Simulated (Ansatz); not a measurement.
# Si: pressure series

The parent structure is Si (space group Pm-3n, No. 223; a = 4.866 Å; a model cell, its experimental status unchecked).

Cell and atoms are relaxed at each pressure.

The values are results of PBEsol (Ansatz, a quantum-chemistry and plane-wave program, PAW, scalar-relativistic without spin-orbit coupling), not measurements.

Notes on the quantities. enthalpy: H = E + PV relative to the base's energy.

```tsv
case	lattice parameter a	enthalpy
base	4.866 Å	–
pressure −2 GPa	4.903 Å	-0.18 eV/atom
pressure −1 GPa	4.884 Å	-0.09 eV/atom
pressure 0.3 GPa	4.861 Å	+0.03 eV/atom
pressure 0.7 GPa	4.854 Å	+0.06 eV/atom
pressure 1.5 GPa	4.841 Å	+0.13 eV/atom
pressure 3 GPa	4.817 Å	+0.27 eV/atom
pressure 5 GPa	4.787 Å	+0.44 eV/atom
pressure 7.5 GPa	4.754 Å	+0.65 eV/atom
pressure 10 GPa	4.723 Å	+0.86 eV/atom
```

Load acts through the strain it causes; cell and atoms are relaxed under it. Stability against distortions was not tested. No other phases were tried under pressure. This is not the structure that Si has at room temperature and ambient pressure.
